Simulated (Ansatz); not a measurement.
An Ansatz (an electronic-structure program) input (PBEsol, PAW, 420 eV (Ansatz; no SOC)):

Ansatz 0.2 input:
```yaml
crystal:
  lattice:
    - [4.1945029647, 0, 0]
    - [0, 4.1945029647, 0]
    - [0, 0, 2.6784793276]
  atoms:
    - { symbol: Si, position: [0, 0, 0] }
    - { symbol: Si, position: [0.5, 0.5, 0.5] }
    - { symbol: O, position: [0.3060579896, 0.3060579896, 0] }
    - { symbol: O, position: [0.8060579896, 0.1939420104, 0.5] }
    - { symbol: O, position: [0.1939420104, 0.8060579896, 0.5] }
    - { symbol: O, position: [0.6939420104, 0.6939420104, 0] }
basis: { ecutwfc: 420, ecutrho_ratio: 4, xc_grid: 2, fft_grid_basis: typed }
kpoints: { mp_grid: { grid: [8, 8, 12] } }
hamiltonian:
  xc: pbesol
  dispersion: none
  pseudopotentials: { kind: paw }
scf: { occupations: { method: fermi_dirac, width: 0.05 }, convergence: { dr2_threshold: 0.0000000006 } }
output: { forces: true, stress: true }
checkpoint: { write: state.ck, write_every: 1000 }
```

Task: Which symmetry and how many k-points will the program report, and about how many plane waves at Γ?

Result: Space group P42/mnm (ITA 136) with 16 operations, k-points 105 of 768, and 917 plane waves at Γ.

No phonon test of stability was made. The cell is SiO₂ in the rutile structure (space group P4_2/mnm, No. 136).
